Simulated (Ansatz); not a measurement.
Bulk modulus of A15 Mo₃Si at several levels of theory

No measured value is used here.

```json
[
 {"level (code)": "LDA (Ansatz)", "value (GPa)": "279", "cell (Å³/atom)": "14.12"},
 {"level (code)": "PBE (Ansatz)", "value (GPa)": "249", "cell (Å³/atom)": "14.76"},
 {"level (code)": "PBE-D3(BJ) (Ansatz)", "value (GPa)": "[?]", "cell (Å³/atom)": "14.32"},
 {"level (code)": "r²SCAN (Ansatz)", "value (GPa)": "264", "cell (Å³/atom)": "14.57"},
 {"level (code)": "HSE06 (Ansatz)", "value (GPa)": "275", "cell (Å³/atom)": "14.37"}
]
```

Task: Some entries are withheld; supply them.

Result: 
- PBE-D3(BJ) (Ansatz, an electronic-structure program), value (GPa): 267

HSE06: the run has no spin polarisation, so it can have missed a magnetic state. Each level is taken at its own relaxed cell. Cutoffs and k meshes differ between the levels. Ansatz's density-functional and Hartree–Fock values are scalar-relativistic unless marked +SOC, with PAW data made under PBE.
